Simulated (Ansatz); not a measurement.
Take BeS in the zinc blende structure (space group F-43m, No. 216; a = 4.8760 Å) as the base.

Method: Ansatz (a first-principles code), PBE, PAW, cutoff 420 eV, no spin-orbit coupling.

Before the change:

| Item | Value |
|---|---|
| Band gap | 3.15 eV |
| Smallest direct gap | 5.61 eV |
| Electron mass | 0.84 mₑ along k, 0.29 mₑ across (at X) |
| Lattice parameter a | 4.876 Å |

It is then changed as follows: full substitution S → Te, then cell and atoms are relaxed.

Q: Estimate the effect on the band gap.

A: The band gap drops by 1.12 eV (3.15 eV → 2.03 eV).

Q: What happens to the smallest direct gap?

A: The smallest direct gap drops by 1.97 eV to 3.64 eV.

Q: Estimate the effect on the electron mass.

A: The electron mass becomes 1.9 mₑ along k, 0.26 mₑ across (at X) (base: 0.84 mₑ along k, 0.29 mₑ across (at X)).

Q: What happens to the lattice parameter a?

A: The lattice parameter a rises by 0.788 Å, from 4.876 Å to 5.664 Å.

With Te present, leaving out spin-orbit coupling can change the band edges. Masses are band curvatures over ±0.01 Å⁻¹ around the edge. Along k means along the line from Γ to the band edge. No phonon test of stability was made.
